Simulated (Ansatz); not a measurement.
Band structure of TiGa₅Co (P4/mmm, 7 atoms in the cell).

```
TiGa5Co
1.0
    4.02856     0.00000     0.00000
    0.00000     4.02856     0.00000
    0.00000     0.00000     6.44181
Ti Ga Co
1 5 1
Cartesian
  0.00000   0.00000   0.00000
  0.00000   2.01428   1.91979
  0.00000   2.01428   4.52202
  2.01428   0.00000   1.91979
  2.01428   0.00000   4.52202
  2.01428   2.01428   0.00000
  0.00000   0.00000   3.22091
```

Computed with LDA (PW92), PAW files made with PBE (plane waves; Ansatz, a quantum-chemistry and plane-wave program).

Settings: kpoints.mp_grid.grid = 5 5 3; hamiltonian.xc = lda; hamiltonian.pseudopotentials = {kind: paw} (the program's default PAW files); scf.occupations.method = gaussian; scf.occupations.width = 0.1 eV; kpoints.band_path.npoints = 8.

The starting cell comes from a database of computed structures (which also holds hypothetical and non-ambient phases and stackings), without a prior relaxation at this level. Spin polarisation is off.

Levels in eV from the Fermi level, bands 44 to 51:
```csv
point,44,45,46,47,48,49,50,51
Γ,-1.47,-0.17,-0.10,-0.10,0.40,0.79,1.69,1.71
X,-1.54,-1.36,0.12,0.15,0.66,0.99,1.00,1.12
M,-3.02,-1.78,-1.46,-1.18,-1.18,0.23,0.82,0.99
Z,-1.47,-1.09,-0.28,-0.28,0.40,0.55,1.41,1.41
R,-1.86,-1.61,-1.17,0.50,0.55,0.64,0.95,2.15
A,-1.77,-1.43,-1.43,-1.42,-1.05,0.62,0.80,0.95
```

Bands cross the Fermi level along this path, so the cell is metallic at this level.

Keys are those of Ansatz 0.2.
